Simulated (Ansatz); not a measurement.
The reference is SnS in the GeS type structure (space group Pnma, No. 62; a = 10.912 Å, b = 3.953 Å, c = 4.112 Å).

All numbers come from PBEsol-D3(BJ) (Ansatz, a first-principles code, PAW, scalar-relativistic without spin-orbit coupling).

Base values:

The band gap is 0.30 eV and the smallest direct gap comes out as 0.79 eV.

Perturbation: a free-standing slab of 3 layers (12 atoms, 4 a layer) is cut normal to the stacking axis, with 15 Å of vacuum and the in-plane cell relaxed.

Problem. What happens to the band gap?

Solution. The band gap increases by 0.34 eV to 0.64 eV.

Problem. Predict the new excess energy per area of both faces.

Solution. The excess energy per area of both faces (slab less bulk energy over the cell's area: twice a surface energy) comes out as 0.96 J/m².

Problem. Predict the new gap character.

Solution. The gap character amounts to indirect, Γ–Z (83 % along) → Γ.

Problem. What happens to the smallest direct gap?

Solution. The smallest direct gap goes up by 0.068 eV, from 0.79 eV to 0.85 eV.

Slab and bulk use different k-meshes, which limits the precision of the excess energy. Stability against distortions was not tested. Labels are those of the standard path for the cell's own space group.
